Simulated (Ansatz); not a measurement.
Start from Al₂O₃ in the corundum structure (space group R-3c, No. 167; a = 4.774 Å, c = 13.015 Å (hexagonal axes)).

The values are results of PBEsol/PAW in Ansatz (a first-principles code), scalar-relativistic without spin-orbit coupling, not measurements.

One change was made to it. Results:

The valence-band top at Γ (three highest levels, from the VBM) becomes 0.00, -0.07, -0.07 eV (base: 0.00, -0.04, -0.04 eV); the lattice parameter a decreases by 0.053 Å, from 4.774 Å to 4.721 Å; the electron mass becomes 0.42 mₑ along c, 0.38 mₑ across (at Γ) (base: 0.40 mₑ along c, 0.37 mₑ across (at Γ)).

**Question.** Name the change that was made.
A. pressure −1 GPa
B. pressure 9 GPa
C. pressure 0.9 GPa

**Answer.** B, pressure 9 GPa. For comparison, the valence-band top at Γ in the other runs: pressure −1 GPa gives 0.00, -0.03, -0.03 eV; pressure 0.9 GPa gives 0.00, -0.04, -0.04 eV.

The levels and masses belong to the bands next to the band gap. Load acts through the strain it causes; cell and atoms are relaxed under it. Masses are band curvatures over ±0.01 Å⁻¹ around the edge. Whether these cells are dynamically stable was not tested. Competing high-pressure phases were not computed.
